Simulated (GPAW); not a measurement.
Band structure of Ti₃O₄ (Cmmm, 7 atoms in the cell).

```
CELL_PARAMETERS angstrom
      2.98273    -4.15871     0.00000
      2.98273     4.15871     0.00000
      0.00000     0.00000     3.07867
ATOMIC_POSITIONS crystal
  Ti 0.00000 0.00000 0.50000
  Ti 0.50000 0.00000 0.00000
  Ti 0.00000 0.50000 0.00000
  O  0.76500 0.76500 0.00000
  O  0.23500 0.23500 0.00000
  O  0.25713 0.74287 0.50000
  O  0.74287 0.25713 0.50000
```

Computed with PBEsol, GPAW PAW datasets PBEsol (made by gpaw-setup) (plane waves; GPAW).

Settings: mode = pw; ecut = 900 eV; xc = PBEsol; kpts = 5 5 8; mesh shift (steps) = 0 0 0; occupations.name = fermi-dirac; occupations.width = 0.1 eV; nbands = -13; convergence.forces = 0.001 eV/Å; symmetry.symmorphic = false; symmetry.tolerance = 0.0005; maxiter = 100; bandpath_npoints = 40.

The starting cell comes from a database of computed structures (which also holds hypothetical and non-ambient phases and stackings), without a prior relaxation at this level. Its lattice was rescaled by a random factor within 2.5 % of one. Spin polarisation is off, so a magnetic state, if there is one, cannot be reached.

Levels in eV from the Fermi level, bands 27 to 34:
| point | 27 | 28 | 29 | 30 | 31 | 32 | 33 | 34 |
|---|---|---|---|---|---|---|---|---|
| Γ | -3.96 | -3.65 | -2.30 | -0.43 | 0.04 | 0.38 | 0.77 | 1.12 |
| X | -4.47 | -4.29 | -1.62 | 0.16 | 0.31 | 0.41 | 0.84 | 1.06 |
| S | -4.28 | -3.91 | -0.62 | -0.53 | 0.09 | 0.39 | 0.54 | 0.84 |
| R | -4.95 | -4.47 | -0.73 | -0.55 | 0.37 | 0.42 | 1.35 | 1.35 |
| A | -4.72 | -4.71 | -1.72 | -1.55 | 1.02 | 1.11 | 1.35 | 1.44 |
| Z | -5.40 | -4.67 | 0.36 | 0.46 | 0.57 | 0.70 | 0.73 | 0.78 |
| Y | -4.57 | -4.21 | -2.11 | 0.17 | 0.57 | 0.58 | 0.85 | 0.88 |
| X1 | -4.47 | -4.29 | -1.62 | 0.16 | 0.31 | 0.41 | 0.84 | 1.06 |
| A1 | -4.72 | -4.71 | -1.72 | -1.55 | 1.02 | 1.11 | 1.35 | 1.44 |
| T | -4.68 | -4.68 | -2.06 | -1.81 | 0.91 | 1.29 | 1.41 | 1.48 |

Bands cross the Fermi level along this path, so the cell is metallic at this level.
